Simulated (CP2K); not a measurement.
A self-consistent single point of VS (P6_3/mmc, 4 atoms in the cell) with CP2K.

Level of theory: PBEsol, GPW, DZVP-MOLOPT-SR-GTH basis, GTH-PBE potentials (GTH_POTENTIALS) (CP2K).

The change in words: lattice scaled by 0.98. Reference geometry:
```xyz
4
Lattice="3.1698 0.0000 0.0000 -1.5849 2.7451 0.0000 0.0000 0.0000 6.1271" Properties=species:S:1:pos:R:3 pbc="T T T"
V      0.0000     0.0000     0.0000
V      0.0000     0.0000     3.0636
S      1.5849     0.9150     1.5318
S      0.0000     1.8301     4.5953
```

Reference input (self-consistent single point, DFT PBEsol, GPW, DZVP-MOLOPT-SR-GTH basis, GTH-PBE potentials (GTH_POTENTIALS)): CUTOFF = 600 Ry; REL_CUTOFF = 50 Ry; SMEAR/METHOD = FERMI_DIRAC; ELECTRONIC_TEMPERATURE = 1160.45 K; KPOINTS/SCHEME = MONKHORST-PACK 10 10 5; GAMMA_CENTERED = T; XC_FUNCTIONAL = PBE:PBESOL; V/BASIS_SET = DZVP-MOLOPT-SR-GTH-q13; V/POTENTIAL = GTH-PBE-q13; S/BASIS_SET = DZVP-MOLOPT-SR-GTH-q6; S/POTENTIAL = GTH-PBE-q6; METHOD = GPW. This run's input differs from it in these lines:

```diff
@@ -66,5 +66,5 @@
     &CELL
-      A 3.16980000 0.00000000 0.00000000
-      B -1.58490000 2.74512700 0.00000000
-      C 0.00000000 0.00000000 6.12713000
+      A 3.10640400 0.00000000 0.00000000
+      B -1.55320200 2.69022400 0.00000000
+      C 0.00000000 0.00000000 6.00458700
       PERIODIC XYZ
```

The program printed (abridged):

```
 SCF WAVEFUNCTION OPTIMIZATION

  Step     Update method      Time    Convergence         Total energy    Change
     1 NoMix/Diag. 0.30E+00      -     1.69332684      -164.7609719620 -1.65E+02
     2 Broy./Diag. 0.30E+00      -     0.01167870      -164.2906428046  4.70E-01
     3 Broy./Diag. 0.30E+00      -     0.02661116      -163.6091774253  6.81E-01
     4 Broy./Diag. 0.30E+00      -     0.00270429      -163.4315560609  1.78E-01
     5 Broy./Diag. 0.30E+00      -     0.00490295      -163.4013707913  3.02E-02
     6 Broy./Diag. 0.30E+00      -     0.00269220      -163.4384550116 -3.71E-02
     7 Broy./Diag. 0.30E+00      -     0.00112760      -163.4399002895 -1.45E-03
     8 Broy./Diag. 0.30E+00      -     0.00017966      -163.4397374177  1.63E-04
     9 Broy./Diag. 0.30E+00      -     0.00001791      -163.4394691986  2.68E-04
    10 Broy./Diag. 0.30E+00      -     0.00002164      -163.4392788965  1.90E-04
    11 Broy./Diag. 0.30E+00      -     0.00000095      -163.4392188071  6.01E-05
  *** SCF run converged in    11 steps ***

  Overlap energy of the core charge distribution:               0.00000000000088
  Self energy of the core charge distribution:               -302.62054614675844
  Core Hamiltonian energy:                                     78.06381723235631
  Hartree energy:                                              82.93631384542162
  Exchange-correlation energy:                                -21.81533000207905
  Electronic entropic energy:                                  -0.00347373615153
  Fermi energy:                                                 0.50111947414505

  Total energy:                                              -163.43921880712961
  Total energy (extrapolated to T->0):                       -163.43748193905384

                     Mulliken Population Analysis

   [... lines left out ...]

 STRESS| Analytical stress tensor [bar]
 STRESS|                        x                   y                   z
 STRESS|      x        4.18627952680E+04   5.29929927038E-01  -2.66188006012E-06
 STRESS|      y        5.29929927038E-01   4.18648731011E+04   4.57873170068E-02
 STRESS|      z       -2.66188006012E-06   4.57873170068E-02   5.35368308170E+04
 STRESS| 1/3 Trace                                             4.57548330621E+04
```

The run converged in 11 iterations. Against the reference run the free energy goes down by 6.7 meV/atom and the pressure goes from -6.67 to 4.58 GPa.

The starting cell comes from a database of computed structures (which also holds hypothetical and non-ambient phases and stackings), without a prior relaxation at this level. For this run, on top of that: lattice scaled by 0.98. Spin polarisation is off, so a magnetic state, if there is one, cannot be reached. Values carry the incompleteness of an atom-centred basis. The potentials were made for another functional than the one used. With a pressure of about 5 GPa the cell is away from its equilibrium volume at this level.

Cost on one core of a shared machine: roughly 50 s.
